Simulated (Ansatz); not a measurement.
Consider this model of amorphous Si24O48H2.

```xyz
74
Lattice="10.3624 0.1740 0.2738 0.1740 10.4218 0.0685 0.2738 0.0685 10.1520" Properties=species:S:1:pos:R:3 pbc="T T T"
Si     6.9871     1.0495     9.5374
Si     2.9180     3.4483     7.4626
Si     1.6507     6.8004     1.3540
Si     9.1961     2.2265     6.2241
Si     3.9943    10.4461     4.8173
Si     5.4705     9.1037     9.8901
Si     6.8595     0.9329     4.8296
Si     2.4292     4.6655     2.9951
Si     8.5541    10.0247     7.1012
Si     4.5769     8.2994     7.0328
Si     2.3788     1.9274    10.0324
Si     8.2159     1.7246     2.1263
Si     1.9114     7.0112     4.8206
Si     2.3723     6.4312     8.3659
Si     7.3793     4.2645     1.1857
Si     9.4586     8.4805     0.8703
Si     4.0838     8.4230     2.3244
Si     0.1944     0.6395     0.6424
Si     8.3895     4.5383     8.2128
Si     1.6632     2.3700     4.7828
Si     5.6387     3.7421     8.2917
Si     4.3883     3.7834     0.9009
Si     9.7714     7.3371     8.1742
Si     6.7911     7.3925     1.5073
O      1.8390     0.3557     0.5772
O      2.0236     3.1432     3.3959
O      1.3327     5.3129     1.9511
O      5.9377     3.4553     1.3063
O      6.0415    10.5635    10.3343
O      9.7288     1.0944     2.3040
O      8.0951     8.3756     1.7887
O      5.5517     7.6924     2.5495
O      8.3310     4.3275     9.8400
O      4.5178     3.5577     7.1316
O      5.0383     9.1519     8.3474
O      2.7652     2.1537     8.4667
O      3.8847     9.4309     6.0804
O      9.5405     0.7168     6.7803
O      2.4427     6.7554     9.9655
O      2.1177     3.1933     6.0997
O      2.7528     7.4540     2.4099
O      6.5159     7.8587    10.1574
O      6.8444     4.6420     7.6935
O      5.8127     7.5543     6.2799
O      7.2800     0.9896     3.2470
O      3.6140     7.0993     7.5715
O      9.1351     5.9073     7.7813
O      7.6804     2.1797     5.5453
O      3.9613     8.8625     0.7673
O      2.4820     0.9575     4.7563
O      9.4240     7.6225     9.7292
O      1.0230     7.0976     7.7251
O      0.3057     6.6887     4.4601
O     10.3882     2.4816     5.1425
O      5.2212     0.9127     4.8750
O      7.8182    10.4847     8.4781
O      7.7532     1.4052     0.5707
O      6.2814     2.3117     8.7858
O      0.7178     2.2148    10.0906
O      9.1549     3.3045     7.4490
O      3.8331     4.7005     2.1195
O      3.2915     2.5679     0.7560
O      9.1651     8.5217     7.2182
O      8.2831     3.3663     2.2227
O      3.9973     9.6206     3.4081
O      4.8696     4.5014     9.5512
O      2.3355     4.8142     8.1468
O      7.2199     5.8246     1.6373
O     10.2143    10.0219    10.4730
O      7.5483    10.0213     5.7697
O      2.5773     5.5334     4.3586
O      0.3265     7.7219     1.4687
H      6.4578     8.1409     5.8493
H     10.0584     7.5936     4.9267
```

These are PBE, scalar-relativistic without spin-orbit coupling (plane waves to 420 eV, PAW; Ansatz, a program for electronic structure) values and carry that method's errors. The usual formal charges leave 2 electrons over, so the level spacing at the Fermi energy parts defect or band states and needn't be the band gap.

Preparation: random packing, a CHGNet melt and quench, and a DFT relaxation. O atoms were pushed apart under 1.9 Å during the dynamics, to hinder bonds among them. The hot cell started wider than the set density and was brought back towards it in steps. It is the lowest in DFT energy of 2 quenches. It is a model cell: composition and starting density were chosen by hand, and all elements were melted together. No dispersion term was used. Its density started from a set value of 2.01 and ended at 2.19 g/cm³. The simulated quench (nominally 780 K/ps over its main leg) is rapid and tends to freeze in more defects than a deposited or slowly cooled glass has. A cell of this size samples the disorder only roughly. Volume and shape were free in the relaxation.

Neighbours within Si-Si 2.60 Å, Si-O 1.90 Å, Si-H 1.70 Å, O-O 1.58 Å, O-H 1.16 Å, H-H 0.90 Å count as bonded. Two cations that share two anions don't count as bonded, nor two that share one unless they lie closer than Si-Si 2.38 Å.

Q: Give the coordination numbers, mean bond lengths and angles.

A: 
The mean coordination of Si by anions comes out as 3.92 (1 with 2, 23 with 4) and the mean coordination of O is 2.00 (48 with 2). The mean coordination of H is 1.00 (2 with 1) and the mean Si-O bond is 1.639 Å (spread 0.017 Å, 94 counted). The mean O-H bond is 0.972 Å (spread 0.001 Å, 2 counted) and the bond angle at Si is mean 109.4°, spread 5.6°. The bond angle at O comes out as mean 137.2°, spread 17.1°.

Q: Which atoms depart from the most common coordination of their element?

A: Si13 has 2 (O53 1.68 Å, O71 1.69 Å).

Q: List the pairs of like atoms that count as bonded by the rules above.

A: There are none by these rules.

Q: What Bader charges do the atoms carry, from a run on the zone centre alone?

A: Means (range): Si +3.21 e (+1.68 to +3.30), O -1.63 e (-1.66 to -1.38), H +0.59 e (+0.57 to +0.60).
| atom | charge (e) |
|---|---|
| Si1 | +3.29 |
| Si2 | +3.29 |
| Si3 | +3.28 |
| Si4 | +3.28 |
| Si5 | +3.29 |
| Si6 | +3.28 |
| Si7 | +3.27 |
| Si8 | +3.27 |
| Si9 | +3.28 |
| Si10 | +3.29 |
| Si11 | +3.24 |
| Si12 | +3.27 |
| Si13 | +1.68 |
| Si14 | +3.30 |
| Si15 | +3.28 |
| Si16 | +3.28 |
| Si17 | +3.28 |
| Si18 | +3.23 |
| Si19 | +3.29 |
| Si20 | +3.30 |
| Si21 | +3.28 |
| Si22 | +3.28 |
| Si23 | +3.30 |
| Si24 | +3.27 |
| O25 | -1.61 |
| O26 | -1.64 |
| O27 | -1.63 |
| O28 | -1.64 |
| O29 | -1.64 |
| O30 | -1.63 |
| O31 | -1.63 |
| O32 | -1.64 |
| O33 | -1.65 |
| O34 | -1.63 |
| O35 | -1.65 |
| O36 | -1.64 |
| O37 | -1.66 |
| O38 | -1.64 |
| O39 | -1.65 |
| O40 | -1.65 |
| O41 | -1.64 |
| O42 | -1.64 |
| O43 | -1.63 |
| O44 | -1.40 |
| O45 | -1.64 |
| O46 | -1.65 |
| O47 | -1.64 |
| O48 | -1.64 |
| O49 | -1.64 |
| O50 | -1.64 |
| O51 | -1.66 |
| O52 | -1.65 |
| O53 | -1.38 |
| O54 | -1.63 |
| O55 | -1.64 |
| O56 | -1.65 |
| O57 | -1.65 |
| O58 | -1.66 |
| O59 | -1.61 |
| O60 | -1.64 |
| O61 | -1.64 |
| O62 | -1.64 |
| O63 | -1.64 |
| O64 | -1.62 |
| O65 | -1.65 |
| O66 | -1.64 |
| O67 | -1.65 |
| O68 | -1.64 |
| O69 | -1.64 |
| O70 | -1.64 |
| O71 | -1.64 |
| O72 | -1.65 |
| H73 | +0.60 |
| H74 | +0.57 |
